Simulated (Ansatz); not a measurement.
Take HgS in the rock salt structure (space group Fm-3m, No. 225; a = 5.4537 Å; a model cell, its experimental status unchecked; relaxed with 0.1 eV smearing) as the base. Axes: x, y, z lie along the cube axes.

All numbers come from PBEsol in Ansatz (plane waves to 420 eV, PAW, without spin-orbit coupling), earlier PAW set.

A first run, uniaxial strain ε_zz = +1.72 %, gives secant values C11 ≈ 94 GPa and C12 ≈ 66 GPa from its stress. A second run applies biaxial strain −1.84 %, plane normal [001], relaxed out of plane.

Problem. What does linear elasticity predict for −ε⊥/ε∥ in the second run, and what does the run give?

Solution. Linear elasticity: 2 C12/C11 = 1.40. The run gives 1.50; any difference comes from nonlinear terms at these strains and numerical noise.

Stability against distortions was not tested. All final runs are without spin polarisation. This is not the structure that HgS has at room temperature and ambient pressure.

Ansatz is a first-principles code.
